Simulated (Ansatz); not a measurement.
The parent structure is GaAs in the zinc blende structure (space group F-43m, No. 216; a = 5.6590 Å).

Modification: Al replaces 33.3 % of the Ga, ordered in a cell of 6 atoms (starting symmetry P3m1) and fully relaxed.

The other end (x = 1) is AlAs in the zinc blende structure (space group F-43m, No. 216): 22.84 Å³/atom, gap 1.34 eV.

Levels (all Ansatz, a first-principles code, PAW): PBEsol (420 eV, scalar-relativistic without spin-orbit coupling); HSE06 (420 eV, spin-orbit coupling left out).

The geometry is relaxed with PBEsol.

| Quantity | Value |
|---|---|
| PBEsol band gap | 0.72 eV |

Q: What does HSE06 give at this geometry for the band gap?

A: The band gap goes up by 0.95 eV (0.72 eV → 1.67 eV).

Single points use the geometry relaxed with PBEsol. Each cell is one ordered arrangement of few atoms, which overstates ordering effects compared with a random alloy. Whether these cells are dynamically stable was not tested.
